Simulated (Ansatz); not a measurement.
System: corundum Ga2O3 (metastable phase). Method: LDA (Ansatz, an electronic-structure program, PAW).

Settings: plane-wave cutoff 520 eV, 8×8×8 k mesh, Fermi–Dirac smearing 0.01 eV, scalar-relativistic PAW data made under PBE.

Properties against volume:

Shape and atoms are relaxed at each volume.

```csv
V (Å³/atom),P (GPa),direct gap at Γ (eV),smallest gap on the k mesh (eV),c (Å)
9.035,10.61,3.793,3.508,13.079
9.223,5.02,3.549,3.281,13.195
9.412,-0.01,3.313,3.060,13.306
9.600,-4.51,3.085,2.845,13.414
9.788,-8.55,2.866,2.637,13.520
```

The fundamental gap (3.04 eV at the equilibrium volume, with added k points) lies elsewhere than Γ–Γ.

Spin–orbit coupling is not included.
